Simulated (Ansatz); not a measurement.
The parent structure is MgS in the rock salt structure (space group Fm-3m, No. 225).

MgS is modelled in the cubic space group Fm-3m (No. 225), the rock salt structure, Pearson symbol cF8. Lattice parameters: a = b = c = 5.1820 Å, α = β = γ = 90.00°. Mg on 4a sees 6 S at 2.591 Å (octahedral). S on 4b is coordinated by 6 Mg at 2.591 Å (octahedral). (Neighbours: up to the widest gap in distance over summed covalent radii, below 1.35, at either atom; cation-cation and far metal-metal contacts left out.)
(The calculation used a cell of 2 atoms; values per cell refer to that cell.)

Level of theory: PBEsol, PAW, 420 eV (Ansatz, a program for electronic structure; no spin-orbit coupling).

Strains are applied to the cell and any free atomic positions relax.

One change was made to it. Results:

```tsv
quantity	base	after
pressure	0.00 GPa	6.92 GPa
mean gap deformation potential ΔEg/Δln V	–	-1.9 eV
energy relative to the base (free energy F)	0 meV/atom	+26 meV/atom
```

Question: Which change produced these results?
(A) isotropic strain −2.50 %
(B) isotropic strain −1.50 %
(C) isotropic strain +1.50 %
(D) isotropic strain −3.00 %
(E) isotropic strain −0.50 %

Answer: A, isotropic strain −2.50 %. For comparison, the energy relative to the base in the other runs: isotropic strain +1.50 % gives +8.2 meV/atom; isotropic strain −0.50 % gives +1.0 meV/atom; isotropic strain −3.00 % gives +38 meV/atom; isotropic strain −1.50 % gives +9.0 meV/atom.

No phonon test of stability was made.
